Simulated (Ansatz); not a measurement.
# Amorphous Bi8Ge6O24

The cell was made by melting and quenching with the CHGNet potential and then relaxed with DFT. O atoms were pushed apart under 1.9 Å during the dynamics, to hinder bonds among them. The hot cell started wider than the set density and was brought back towards it in steps. It is the lowest in DFT energy of 2 quenches. It is a model cell: composition and starting density were chosen by hand, and all elements were melted together. No dispersion term was used.

Methods: PBE, scalar-relativistic without spin-orbit coupling (Ansatz, a program for electronic structure); r2SCAN, scalar-relativistic without spin-orbit coupling (Ansatz); HSE06, scalar-relativistic without spin-orbit coupling (Ansatz). Geometry, pressure, stress and energy are those of the PBE run. Its sampling: a 2×2×2 Γ-centred mesh; Fermi-Dirac width 0.02 eV; no spin polarisation. Other functionals are single points at the zone centre (r2SCAN at 500 eV; exact exchange cut at the cell's faces), free to take moments where seeds were set.

| Property | Value |
|---|---|
| Number of atoms in the cell | 38 |
| Density (volume relaxed, without dispersion) | 6.50 g/cm^3 |
| Volume per atom | 16.76 Å^3 |
| Pressure on a 2×2×2 Γ-centred mesh | -0.01 GPa |
| Largest force and stress component on that mesh (the relaxation ran on one k-point at (1/4, 1/4, 1/4)) | 0.04 eV/Å and 0.1 GPa |
| Gap on a 2×2×2 Γ-centred mesh (PBE) | 3.02 eV |
| Gap at the zone centre (PBE) | 3.25 eV |
| Gap at the zone centre (r2SCAN) | 3.67 eV |
| Gap at the zone centre (HSE06) | 4.43 eV |

Bonds are counted up to Bi-Bi 3.26 Å, Bi-Ge 2.95 Å, Bi-O 2.94 Å, Ge-Ge 2.81 Å, Ge-O 2.20 Å, O-O 1.58 Å. Two cations that share two anions don't count as bonded, nor two that share one unless they lie closer than Bi-Bi 3.17 Å, Bi-Ge 2.87 Å, Ge-Ge 2.57 Å.

```
Item                                                                       Value
---------------------------------  ---------------------------------------------
Mean coordination of Bi by anions  5.38 (2 with 4, 2 with 5, 3 with 6, 1 with 7)
Mean coordination of Ge by anions                      4.33 (4 with 4, 2 with 5)
Mean coordination of O                      2.88 (5 with 2, 17 with 3, 2 with 4)
Mean Bi-O bond                              2.404 Å (spread 0.222 Å, 43 counted)
Mean Ge-O bond                              1.818 Å (spread 0.069 Å, 26 counted)
```

Its density started from a set value of 6.93 g/cm³. The quench (nominally 210 K/ps over its main leg) was far faster than any real one, so the model tends to hold more defects than a real film. Values belong to this one cell and scatter from quench to quench. Volume and shape were free in the relaxation.
